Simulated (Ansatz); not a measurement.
Take Ru in the hcp (Mg type) structure (space group P6_3/mmc, No. 194; a = 2.6914 Å, c = 4.2489 Å; relaxed with 0.1 eV smearing) as the base. Axes: x lies along a and z along c of the hexagonal cell.

The values are results of PBEsol (Ansatz, a first-principles code; PAW; 420 eV plane waves; no SOC), not measurements.

Strains are applied to the cell and any free atomic positions relax.

One change was made to it. Results:

```tsv
quantity	base	after
energy relative to the base (free energy F)	0 meV/atom	+0.3 meV/atom
pressure (mean of the normal stresses, compression positive)	0.0 GPa	0.0 GPa
```

Q: Which change produced these results?
A) tensor shear ε_xz = +0.29 %
B) tensor shear ε_xz = +1.71 %
C) tensor shear ε_xz = +1.14 %

A: A, tensor shear ε_xz = +0.29 %. For comparison, the energy relative to the base in the other runs: tensor shear ε_xz = +1.14 % gives +4.4 meV/atom; tensor shear ε_xz = +1.71 % gives +9.9 meV/atom.

No phonon test of stability was made. The final runs are not spin-polarised.
